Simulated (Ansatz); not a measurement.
```
CsPbBr3
1.0
    8.36433     0.00000     0.00000
    4.18217     7.24372     0.00000
    4.18217    -2.41457     3.20964
Cs Pb Br
1 1 3
Direct
  0.00000   0.00000   0.00000
  0.00000   0.50000   0.50000
  0.50000   0.00000   0.00000
  0.00000   0.50000   0.00000
  0.50000   0.50000   0.00000
```

No spin polarisation.

Method: LDA/PAW in Ansatz (an electronic-structure program), no SOC. k-mesh 6×6×6 (Γ-centred); smearing 0.05 eV (Fermi–Dirac).

**Question.** What mean in-plane stress (compression positive) does the calculation give?

**Answer.** -0.5 GPa.

**Question.** Predict the hole mass.

**Answer.** 0.12 mₑ out of plane, 0.11 mₑ in plane (at R).

With Pb present, leaving out spin-orbit coupling can change the band edges. The levels and masses belong to the bands next to the band gap. The cells carry an imposed strain or load. Effective masses come from finite differences of ±0.01 Å⁻¹. Stability against distortions was not tested. The cell was made from CsPbBr$_{3}$ in the cubic perovskite structure (space group Pm-3m, No. 221) by this change: biaxial strain +2.50 %, plane normal [111], relaxed out of plane. Many cubic perovskites are stable only at high temperature; tilts and polar distortions were not tested. This is not the structure that CsPbBr3 has at room temperature and ambient pressure.
